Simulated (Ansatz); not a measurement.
The reference is Mg in the hcp (Mg type) structure (space group P6_3/mmc, No. 194; a = 3.1952 Å, c = 5.1966 Å; relaxed with 0.1 eV smearing).

All numbers come from PBE/PAW in Ansatz (a first-principles code), without spin-orbit coupling.

Strains are applied to the cell and any free atomic positions relax.

One change was made to it. Results:

The energy increases by 13 meV/atom; the pressure (mean of the normal stresses, compression positive) goes from zero to -2.3 GPa.

### Question
Which change produced these results?
A. isotropic strain +2.50 %
B. isotropic strain +1.50 %
C. isotropic strain +1.00 %
D. isotropic strain +0.50 %

### Answer
A, isotropic strain +2.50 %. For comparison, the energy relative to the base in the other runs: isotropic strain +1.00 % gives +2.3 meV/atom; isotropic strain +0.50 % gives +0.6 meV/atom; isotropic strain +1.50 % gives +5.0 meV/atom.

No phonon test of stability was made.
